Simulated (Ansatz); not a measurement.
Base system: GaN in the wurtzite structure (space group P6_3mc, No. 186; a = 3.183 Å, c = 5.185 Å).

The change: a hydrostatic pressure of 60 GPa.

Levels (all Ansatz, a quantum-chemistry and plane-wave program, PAW): PBEsol (420 eV, scalar-relativistic without spin-orbit coupling); r2SCAN (500 eV, without spin-orbit coupling); HSE06 (420 eV, spin-orbit coupling left out).

At the geometry relaxed with PBEsol, these levels gave the following band gaps, in shuffled order: (a) 3.19 eV, (b) 4.71 eV, (c) 3.75 eV.

**Question.** Match each gap to its level.

**Answer.** (a) PBEsol; (b) HSE06; (c) r2SCAN.

Single points use the geometry relaxed with PBEsol. Load acts through the strain it causes; cell and atoms are relaxed under it. Stability against distortions was not tested. Measured, GaN leaves this structure (for rock salt) near 47 GPa (temperature not stated; as listed in Datta, Sujoy, Jana, Debnarayan, arXiv (2020)), on rising pressure, with hysteresis.
